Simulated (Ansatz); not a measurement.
Structures of equal composition on the (000-1) surface of 4H silicon carbide (C plane on top): (√3x√3)R30° Sn adatom at H3; (√3x√3)R30° Sn adatom at T4. The slabs share one bottom face, and each structure is named by its start. These are constructed structures in small cells; real faces may alloy, dewet or reconstruct in larger ones, and not all known structures of the face are among them. Slabs of about 11 Å with all that they carry, Fermi-Dirac smearing of 0.025 eV. Bottom of the slabs: H caps. Relaxed from the named starts with such symmetry as they have, on meshes of like density; energies extrapolated to zero smearing; no spin-orbit coupling, no U. Spin-polarised runs, if any, are marked in brackets, and their order is one that fits the cell; the others ran without spin. Where a second, spin-polarised start was run, the lower counts.

Host crystal: 4H silicon carbide, with a band gap (PBE, scalar-relativistic without spin-orbit coupling).

These are r2SCAN, at the PBE geometry (plane waves to 500 eV, PAW; Ansatz, a program for electronic structure) values and carry that method's errors.

Put the candidates in order of energy per 1x1 cell, lowest first, for r2SCAN, at the PBE geometry.

(√3x√3)R30° Sn adatom at H3 (0.000 eV [spin, 1.0 μB a cell], gap 0.34 eV on the mesh), (√3x√3)R30° Sn adatom at T4 (0.051 eV [spin, 1.0 μB a cell], gap 0.23 eV on the mesh)
